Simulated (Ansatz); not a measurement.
Data:

```
CELL_PARAMETERS angstrom
      0.00000     2.86656     3.16293
      2.86656     0.00000     3.16293
      2.86656     2.86656     0.00000
ATOMIC_POSITIONS crystal
  In 0.00000 0.00000 0.00000
  P  0.25000 0.25000 0.25000
```

Method: r2SCAN with spin-orbit coupling, rigid bands (plane waves, PAW; Ansatz, a quantum-chemistry and plane-wave program). Condition of this run: uniaxial stress along [001] of -5 GPa (compression positive) (the target of the relaxation). How the cell was made: cell and atoms relaxed with PBEsol, then loaded as said.

Problem. Predict the electron conductivity mass (n e² τ/σ) at 300 K, by direction if it differs.

Solution. 0.069 (x), 0.069 (y), 0.088 (z) mₑ.

Problem. What conductivity effective mass do dilute holes have at 300 K?

Solution. 0.34 (x), 0.34 (y), 0.49 (z) mₑ.

Problem. And the band gap?

Solution. 0.72 eV at this level; semilocal functionals usually fall short of the measured gap.

Rigid bands, one relaxation time for all states, no polarons. Geometry: cell and atoms relaxed with PBEsol.
